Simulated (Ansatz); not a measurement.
# What pressure 9 GPa does to SiO2

Start from SiO$_{2}$ in the rutile structure (space group P4_2/mnm, No. 136; a = 4.236 Å, c = 2.690 Å).

The change: a hydrostatic pressure of 9 GPa.

Calculations: DFT with PBE, PAW potentials and a 420 eV plane-wave cutoff in Ansatz (an electronic-structure program), without spin-orbit coupling. k-mesh 8×8×12 (Γ-centred); smearing 0.05 eV (Fermi–Dirac).

The density goes up by 0.133 g/cm³, from 4.13 g/cm³ to 4.27 g/cm³ and the c/a ratio goes up by 0.005, from 0.635 to 0.640. The shortest interatomic distance decreases by 0.010 Å, from 1.774 Å to 1.764 Å and the enthalpy H = E + PV relative to the base's energy comes out as +0.44 eV/atom. The band gap increases by 0.47 eV, from 5.04 eV to 5.51 eV and the gap character stays direct at Γ. The mean gap deformation potential ΔEg/Δln V comes out as -14.9 eV and the width of the top valence band rises by 0.10 eV to 2.66 eV. The electron mass becomes 0.38 mₑ along c, 0.48 mₑ across (at Γ) (base: 0.36 mₑ along c, 0.45 mₑ across (at Γ)) and the hole mass changes from 1.9 mₑ along c, 1.1 mₑ across (at Γ) to 1.8 mₑ along c, 1.1 mₑ across (at Γ). The valence-band top at Γ (three highest levels, from the VBM) goes from 0.00, -0.85, -0.85 eV to 0.00, -0.88, -0.88 eV.

Cost of the whole job for the changed cell (relaxation, final SCF and bands): very roughly 50 core-seconds.

Load acts through the strain it causes; cell and atoms are relaxed under it. Masses are band curvatures over ±0.01 Å⁻¹ around the edge. Stability against distortions was not tested. Competing high-pressure phases were not computed.
